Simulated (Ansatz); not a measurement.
A self-consistent single point of Sn (Im-3m, 1 atom in the cell) with Ansatz (a program for electronic structure).

Computed with LDA (PW92), default PAW files made with PBE (plane waves; Ansatz).

```
Sn
1.0
   -1.88897     1.88897     1.88897
    1.88897    -1.88897     1.88897
    1.88897     1.88897    -1.88897
Sn
1
Direct
  0.00000   0.00000   0.00000
```

Reference input (self-consistent single point, DFT, LDA (PW92), plane waves, default PAW files made with PBE): basis.ecutwfc = 420 eV; kpoints.mp_grid.grid = 12 12 12; hamiltonian.xc = lda; hamiltonian.pseudopotentials = {kind: paw} (the program's default PAW files); scf.occupations.method = gaussian; scf.occupations.width = 0.1 eV. This run's input differs from it in these lines:

Ansatz 0.2 input:
```diff
@@ -10,3 +10,3 @@
 kpoints:
-  mp_grid: { grid: [12, 12, 12] }
+  mp_grid: { grid: [29, 29, 29] }
 hamiltonian:
```

Output, abridged:

```
SCF iter   1: F=—  HF=-5879.477713 eV  |F-HF|=—  |Δ(HF+E_count)|=         —  Δρ=6.68e-3  dr2=5.41e-3  ethr=1.77e-3  ⟨swp⟩=5.0  Hψ=43667  notcnv=0
all-band conjugate gradients solve this SCF's bands
preconditioner: auto → Kerker (q_TF=auto, 2.446 Å⁻¹)
SCF iter   2: F=—  HF=-5879.475137 eV  |F-HF|=—  |Δ(HF+E_count)|=   2.58e-3  Δρ=3.51e-3  dr2=1.58e-3  ethr=3.87e-5  ⟨swp⟩=1.5  Hψ=13345  notcnv=0
SCF iter   3: F=—  HF=-5879.474600 eV  |F-HF|=—  |Δ(HF+E_count)|=   5.37e-4  Δρ=5.03e-4  dr2=9.73e-5  ethr=1.13e-5  ⟨swp⟩=2.0  Hψ=10728  notcnv=0
SCF iter   4: F=—  HF=-5879.474604 eV  |F-HF|=—  |Δ(HF+E_count)|=   4.41e-6  Δρ=5.51e-4  dr2=4.57e-5  ethr=6.95e-7  ⟨swp⟩=2.0  Hψ=12100  notcnv=0
SCF iter   5: F=—  HF=-5879.474558 eV  |F-HF|=—  |Δ(HF+E_count)|=   4.61e-5  Δρ=1.58e-4  dr2=3.37e-6  ethr=3.26e-7  ⟨swp⟩=2.0  Hψ=11380  notcnv=0
SCF iter   6: F=-5879.474555 eV  HF=-5879.474555 eV  |F-HF|=6.35e-8  |Δ(HF+E_count)|=   3.30e-6  Δρ=2.35e-5  dr2=9.80e-8  ethr=7.14e-10  ⟨swp⟩=4.7  Hψ=38839  notcnv=0
SCF 1 converged in 6 iterations: F = -5879.474555 eV  dr2 = 9.80e-8
Free energy (F): -5879.474555 eV
Internal energy: -5879.471961 eV  (E = F + TS)
E sigma→0 (E₀):  -5879.473258 eV
Entropy (-TS):   -0.002595 eV (-2.595 meV/atom)
Fermi energy:    10.621015 eV
--- Forces (eV/Å), atoms counted from 1 ---
  atom   1  Sn    -0.00000000     0.00000000     0.00000000
--- Stress (GPa, compression-positive) ---
       -2.949947      -0.000000       0.000000
       -0.000000      -2.949947       0.000000
       -0.000000       0.000000      -2.949947
  P = ⅓ Tr σ = -2.9499 GPa (-29.499 kbar)
  The stress holds the Pulay correction. Without it, at fixed plane waves, as pw.x and ABINIT print it: P = -2.9768 GPa
```

The run converged in 6 iterations. Against the reference run the free energy is nearly the same (within 1 meV/atom) and the pressure goes from -3.18 to -2.95 GPa.

The starting cell comes from a database of computed structures (which also holds hypothetical and non-ambient phases and stackings), without a prior relaxation at this level. Its lattice was rescaled by up to half a per cent. Ansatz's pressure includes its estimate of the finite-basis (Pulay) stress.
